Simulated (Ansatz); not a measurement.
A computed series for InP: response to strain

Start from InP in the zinc blende structure (space group F-43m, No. 216; a = 5.907 Å). Axes: x, y, z lie along the cube axes.

Strains are applied to the cell and any free atomic positions relax; under biaxial strain the out-of-plane vector relaxes too.

Computed with plane-wave PAW DFT at the r2SCAN level (Ansatz, a quantum-chemistry and plane-wave program, 500 eV), spin-orbit coupling left out.

```tsv
biaxial strain, plane normal [111], relaxed out of plane (%)	out-of-plane strain (%)
0	0.00
0.42	-0.24
0.83	?
1.25	-0.71
1.67	-0.95
2.08	-1.17
2.5	-1.39
```

Q: Fit ε⊥ = −νε + γε² (strains in %) to the rows shown and predict the withheld row.

A: Least squares on the printed values gives ν = 0.58 (the biaxial Poisson response) and γ = 0.011 (largest residual 0.00 %); this predicts -0.48 %, and the run gives -0.47 %, in agreement.

No phonon test of stability was made.
